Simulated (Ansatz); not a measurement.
F on the 1x1 (0001) surface of hcp Co, ferromagnetic, one in a 2x2 cell, energies for each (21.5 Å²). Energies are against ½ F2(g), without zero-point or thermal terms; each row is named by its start.

Computed with PBE (plane waves to 420 eV, PAW; Ansatz, a program for electronic structure).

Set-up: 17 atoms, 6.0 Å thick at the start under the adsorbate (thin: gaps and levels are the slab's own); mesh 7x7x1; 0.1 eV smearing; dipole correction on; 8 atoms held, the rest relaxed; each run with such symmetry as its start has; spin-polarised, no spin-orbit, no U, no dispersion correction.

A negative adsorption energy means that the adsorbate is more stable on the surface than in its reference. Heights count from the host atoms within 0.3 Å of the top one.

```json
[
 {"starting site": "top Co", "E_ads (eV)": "-2.62", "height (Å)": "1.94", "nearest host atom (Å)": "Co 1.79", "bonded to": "Co", "Δ work function (eV)": "1.61", "lateral drift (Å)": "0.0", "moment (μB)": "27.2"},
 {"starting site": "hollow Co-Co-Co", "E_ads (eV)": "-2.99", "height (Å)": "1.50", "nearest host atom (Å)": "Co 2.08", "bonded to": "3 Co", "Δ work function (eV)": "0.54", "lateral drift (Å)": "0.0", "moment (μB)": "27.1"},
 {"starting site": "hollow Co-Co-Co over Co at depth 2.0 Å", "E_ads (eV)": "-3.07", "height (Å)": "1.46", "nearest host atom (Å)": "Co 2.07", "bonded to": "3 Co", "Δ work function (eV)": "0.46", "lateral drift (Å)": "0.0", "moment (μB)": "27.3"},
 {"starting site": "bridge Co-Co (span 2.5 Å)", "E_ads (eV)": "-3.07", "height (Å)": "1.46", "nearest host atom (Å)": "Co 2.06", "bonded to": "3 Co", "Δ work function (eV)": "0.46", "lateral drift (Å)": "0.7", "moment (μB)": "27.3"}
]
```
